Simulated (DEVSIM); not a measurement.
Device: Ni/SiO2/p-Ge capacitor, at 300 K.

Layer 1 from the left is SiO2, thickness (nm) 7.40. Layer 2 from the left is Ge, thickness (nm) 3900, Na (cm⁻³) 2.3e15.

Metal gate on the left, work function 5.1 eV. Fixed charge at the semiconductor interface 0 cm⁻² (in units of +e); no interface traps.

This is a model device: material constants are rounded textbook-type values typed into the input, and sizes, dopings and lifetimes were drawn at random. Values at 300 K.

SiO2: gap (eV) 9, affinity (eV) 0.9, permittivity 3.9. Ge: gap (eV) 0.664, affinity (eV) 4, permittivity 16, Nc (cm⁻³) 1.04e19, Nv (cm⁻³) 6e18.

Problem. Estimate by hand the flat-band voltage, the threshold voltage, and compare with a numerical solution.

Solution. 
- Flat-band voltage: C = 0.467 μF/cm², work-function difference 0.639 V; VFB = φms − qNf/C = 0.64 V; numerical 0.64 V.
- Threshold voltage: φF = 0.122 V, depletion charge √(4εqNφF) = 1.59e-8 C/cm²; VT = VFB + 2φF + Qd/C = 0.92 V; numerical 0.92 V.

Simulated with DEVSIM: 1D Poisson equation in equilibrium, Boltzmann statistics, complete ionisation; no quantum confinement or tunnelling. Metal contacts follow the ideal Schottky-Mott rule: no Fermi-level pinning, no interface dipoles.
